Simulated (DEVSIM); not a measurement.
Structure: Schottky contact on n-type Si, at 300 K.

```tsv
layer (left to right)	material	thickness (μm)	Nd (cm⁻³)	τn (s)	τp (s)
1	Si	0.560	1.9e16	1.1e-7	1.1e-7
```

Left contact: Schottky, work function 4.61 eV, emission velocity 7.6e6 cm/s. Right contact: ohmic. Voltage is applied to the left contact. Recombination: SRH at mid-gap, Auger. Gap narrowing is on: ΔEg = 6.92 meV × (l + √(l² + 0.5)), l = ln(N/1.3e17 cm⁻³), shared equally by both band edges. Mobility is constant in doping.

Constants are typed, rounded textbook-type inputs, not results; the design itself was drawn at random and stands for no fabricated device. Values at 300 K.

```
parameter           Si
-------------  -------
gap (eV)         1.124
affinity (eV)     4.05
permittivity      11.7
Nc (cm⁻³)      2.86e19
Nv (cm⁻³)       3.1e19
μn (cm²/Vs)       1417
μp (cm²/Vs)        470
Cn (cm⁶/s)     2.8e-31
Cp (cm⁶/s)     9.9e-32
```

Simulated with DEVSIM: 1D drift-diffusion, Boltzmann statistics, complete ionisation; no tunnelling, impact ionisation, image-force lowering or self-heating. Metal contacts follow the ideal Schottky-Mott rule: no Fermi-level pinning, no interface dipoles.

**Question.** Tabulate band edges, carrier densities and field at zero bias.

**Answer.** Energies count from the Fermi level of the right contact; mesh points crowd at the junctions.

```tsv
x (μm)	Ec (eV)	Ev (eV)	n (cm⁻³)	p (cm⁻³)	field (V/cm)
0.000	0.560	-0.564	1.1e10	1.1e10	-45000
0.006599	0.531	-0.593	3.5e10	3.4e9	-43000
0.01334	0.502	-0.621	1.0e11	1.1e9	-41000
0.02328	0.463	-0.660	4.8e11	2.5e8	-38000
0.04051	0.401	-0.722	5.2e12	2.3e7	-33000
0.05726	0.350	-0.773	3.8e13	3200000	-28000
0.07437	0.306	-0.817	2.1e14	580000	-23000
0.1093	0.242	-0.881	2.4e15	50000	-13000
0.1433	0.210	-0.913	8.5e15	14000	-6200
0.1780	0.196	-0.927	1.4e16	8300	-2300
0.2292	0.190	-0.933	1.8e16	6700	-440
0.3124	0.189	-0.934	1.9e16	6300	-28
0.3673	0.189	-0.934	1.9e16	6300	≈ 0
0.4045	0.189	-0.934	1.9e16	6300	≈ 0
0.4513	0.189	-0.934	1.9e16	6300	≈ 0
0.4784	0.189	-0.934	1.9e16	6300	≈ 0
0.4967	0.189	-0.934	1.9e16	6300	≈ 0
0.5147	0.189	-0.934	1.9e16	6300	≈ 0
0.5331	0.189	-0.934	1.9e16	6300	≈ 0
0.5438	0.189	-0.934	1.9e16	6300	≈ 0
0.5510	0.189	-0.934	1.9e16	6300	≈ 0
0.5600	0.189	-0.934	1.9e16	6300	≈ 0
```
